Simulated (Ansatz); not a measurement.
System: CsCl-type RuAl. Method: PBE (Ansatz, a quantum-chemistry and plane-wave program, plane waves, PAW).

Run with plane-wave cutoff 520 eV, 16×16×16 k mesh, Fermi–Dirac smearing 0.1 eV, perturbation theory, no spin polarisation, scalar-relativistic PAW data made under PBE.

Cell (measured lattice):

AlRu is taken in the cubic space group Pm-3m (No. 221), the CsCl type structure, Pearson symbol cP2. Cell: a = b = c = 2.9916 Å, α = β = γ = 90.00°. Al on 1b sees 8 Ru at 2.591 Å and 6 Al at 2.992 Å. Ru on 1a is coordinated by 8 Al at 2.591 Å and 6 Ru at 2.992 Å. (Neighbours: up to the widest gap in distance over summed covalent radii, below 1.35, at either atom.)

Task: Estimate the TO(Γ) frequency that the calculation returns.

Result: 
* **TO(Γ) frequency**: 315 cm⁻¹

Note: the cell isn't this level's own, so it is under some stress, which shifts stiffness and frequencies.
